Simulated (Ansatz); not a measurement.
Consider GaSb in the zinc blende structure (space group F-43m, No. 216; a = 6.1324 Å). Axes: x, y, z lie along the cube axes.

Calculations: DFT with r2SCAN, PAW potentials and a 500 eV plane-wave cutoff in Ansatz (a quantum-chemistry and plane-wave program), without spin-orbit coupling.

Base values:

| Quantity | Value |
|---|---|
| Valence-band top at Γ | 0.00, 0.00, 0.00 eV |

The change: tensile biaxial strain of 2.00 % in the plane normal to [001], as in epitaxy on a mismatched substrate; the out-of-plane cell vector and the atoms relax.

Task: How does this affect the energy relative to the base?

Result: The energy goes up by 6.2 meV/atom.

Task: What does the calculation give for the ratio −ε⊥/ε∥ after the change?

Result: The ratio −ε⊥/ε∥ amounts to 0.85.

Task: Estimate the effect on the valence-band top at Γ.

Result: The valence-band top at Γ (three highest levels, from the VBM) goes from 0.00, 0.00, 0.00 eV to 0.00, -0.21, -0.21 eV.

With Sb present, leaving out spin-orbit coupling can change the band edges. The levels and masses belong to the bands next to the band gap. No phonon test of stability was made.
